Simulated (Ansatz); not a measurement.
**Relaxation of cell and atoms of BN (P6_3mc, 4 atoms in the cell) at several settings**

```
BN
1.0
    2.49546     0.00000     0.00000
   -1.24773     2.16113     0.00000
    0.00000     0.00000     4.13005
B N
2 2
Direct
  0.66667   0.33333   0.99972
  0.33333   0.66667   0.49972
  0.66667   0.33333   0.62528
  0.33333   0.66667   0.12528
```

Base: PBE, PAW files (Ansatz, a program for electronic structure). Its settings: basis.ecutwfc = 420 eV; kpoints.mp_grid.grid = 12 12 7; hamiltonian.xc = pbe; hamiltonian.pseudopotentials = {kind: paw} (an earlier, softer set of the program's PAW files); scf.occupations.method = fixed. Starting volume 5.57 Å³ per atom.

Each line gives the change from the base single point and the result:

- relax: default → cell and atoms; relax.cell.p_target: default → 5 GPa: pressure 5.02 GPa; final cell a = b = 2.543 Å, c = 4.206 Å, α = β = 90.00°, γ = 120.00°; final volume per atom 5.89 Å³; relaxation steps 9; free energy against the base single point -32.9 meV/atom.
- hamiltonian.dispersion: default → d3bj; relax: default → cell and atoms [DFT, PBE-D3BJ, plane waves, PAW files]: pressure 0.02 GPa; final cell a = b = 2.5411 Å, c = 4.2028 Å, α = β = 90.00°, γ = 120.00°; final volume per atom 5.88 Å³; relaxation steps 9.
- relax: default → cell and atoms: pressure 0.02 GPa; final cell a = b = 2.5540 Å, c = 4.2238 Å, α = β = 90.00°, γ = 120.00°; final volume per atom 5.97 Å³; relaxation steps 8; free energy against the base single point -34.1 meV/atom.

The starting cell comes from a database of computed structures (which also holds hypothetical and non-ambient phases and stackings), without a prior relaxation at this level. Its lattice was rescaled by a random factor within 2.5 % of one. Ansatz's pressure includes its estimate of the finite-basis (Pulay) stress.

Keys are those of Ansatz 0.2.
